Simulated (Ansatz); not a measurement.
```yaml
crystal:
  lattice:
    - [-2.50236, 2.50236, 4.98340]
    - [2.50236, -2.50236, 4.98340]
    - [2.50236, 2.50236, -4.98340]
  atoms:
    - { symbol: S, position: [0.75000, 0.25000, 0.50000] }
    - { symbol: S, position: [0.25000, 0.75000, 0.50000] }
    - { symbol: O, position: [0.00000, 0.00000, 0.00000] }
    - { symbol: S, position: [0.50000, 0.50000, 0.00000] }
    - { symbol: Mg, position: [0.50000, 0.00000, 0.50000] }
    - { symbol: Mg, position: [0.00000, 0.50000, 0.50000] }
    - { symbol: Mg, position: [0.79434, 0.79434, 0.00000] }
    - { symbol: Mg, position: [0.20566, 0.20566, 0.00000] }
```

A single point on MgS with a change (x(O) = 0.25, 8 atoms, I4/mmm), its geometry relaxed with PBEsol.

Computed with Kohn–Sham DFT with the PBEsol functional, run in Ansatz (a program for electronic structure) with PAW and 420 eV plane waves, noncollinear with spin-orbit coupling. Γ-centred 9×9×9 mesh, Fermi–Dirac width 0.05 eV.

### Question
Predict the band gap, pressure and width of the top valence band.

### Answer
```json
{
 "band_gap": "2.90 eV",
 "pressure": "0.01 GPa",
 "width_of_the_top_valence_band": "0.72 eV"
}
```

Single points use the geometry relaxed with PBEsol. Whether these cells are dynamically stable was not tested. The cell was made from MgS by this change: x(O) = 0.25, 8 atoms, I4/mmm.
